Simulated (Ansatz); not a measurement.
# (Ge,Sn): Sn₄Ge₁₃

A 34-atom cell of (Ge,Sn) started in the type-II clathrate frame structure, site fractions Ge 0.765, Sn 0.235, short-range order +0.02 among the nearest mixed sites of the first mixed sublattice (0 is random, a negative value favours unlike neighbours), space group P1 at the end.

All values below come from r2SCAN (plane waves to 500 eV, PAW; Ansatz, a quantum-chemistry and plane-wave program). No spin–orbit coupling. Its k-point mesh 3×3×3, Fermi–Dirac width 0.01 eV.

* **volume per atom**: 29.11 Å³
* **Ge–Ge bonds (within 1.22 times the sum of covalent radii)**: 2.484 Å on average, from 2.429 to 2.528 (40)
* **Ge–Sn bonds (within 1.22 times the sum of covalent radii)**: 2.630 Å on average, from 2.602 to 2.681 (24)
* **Sn–Sn bonds (within 1.22 times the sum of covalent radii)**: 2.749 Å on average, from 2.738 to 2.766 (4)

```yaml
crystal:
  lattice:
    - [-0.03892, 7.91000, 7.92762]
    - [7.89018, -0.00978, 7.89855]
    - [7.89102, 7.88182, -0.01065]
  atoms:
    - { symbol: Ge, position: [0.99960, 0.00556, 0.98556] }
    - { symbol: Ge, position: [0.24417, 0.24693, 0.24410] }
    - { symbol: Ge, position: [0.97723, 0.33955, 0.33821] }
    - { symbol: Sn, position: [0.90496, 0.91260, 0.27311] }
    - { symbol: Ge, position: [0.33014, 0.98134, 0.34767] }
    - { symbol: Ge, position: [0.90904, 0.90740, 0.90343] }
    - { symbol: Sn, position: [0.34709, 0.32577, 0.34739] }
    - { symbol: Ge, position: [0.91362, 0.27228, 0.91316] }
    - { symbol: Ge, position: [0.33790, 0.34212, 0.97299] }
    - { symbol: Ge, position: [0.26581, 0.91793, 0.89679] }
    - { symbol: Ge, position: [0.89072, 0.49518, 0.48218] }
    - { symbol: Ge, position: [0.12415, 0.76444, 0.37311] }
    - { symbol: Sn, position: [0.50365, 0.89828, 0.11712] }
    - { symbol: Ge, position: [0.75507, 0.12148, 0.75230] }
    - { symbol: Sn, position: [0.11050, 0.49967, 0.50842] }
    - { symbol: Sn, position: [0.75147, 0.36199, 0.75146] }
    - { symbol: Ge, position: [0.49480, 0.13169, 0.87902] }
    - { symbol: Sn, position: [0.34699, 0.76435, 0.12946] }
    - { symbol: Sn, position: [0.49777, 0.88236, 0.50140] }
    - { symbol: Ge, position: [0.35824, 0.13040, 0.75866] }
    - { symbol: Ge, position: [0.12034, 0.49475, 0.89248] }
    - { symbol: Ge, position: [0.77157, 0.74770, 0.12336] }
    - { symbol: Ge, position: [0.50705, 0.11289, 0.50919] }
    - { symbol: Ge, position: [0.76041, 0.74344, 0.35277] }
    - { symbol: Ge, position: [0.89902, 0.49206, 0.11804] }
    - { symbol: Ge, position: [0.12981, 0.35209, 0.77240] }
    - { symbol: Ge, position: [0.48055, 0.49823, 0.88564] }
    - { symbol: Ge, position: [0.77347, 0.35310, 0.13057] }
    - { symbol: Ge, position: [0.89217, 0.12219, 0.49509] }
    - { symbol: Ge, position: [0.12457, 0.75455, 0.75653] }
    - { symbol: Sn, position: [0.51293, 0.49000, 0.10714] }
    - { symbol: Ge, position: [0.34532, 0.75171, 0.76505] }
    - { symbol: Ge, position: [0.11652, 0.89653, 0.50002] }
    - { symbol: Ge, position: [0.75333, 0.13942, 0.36614] }
```
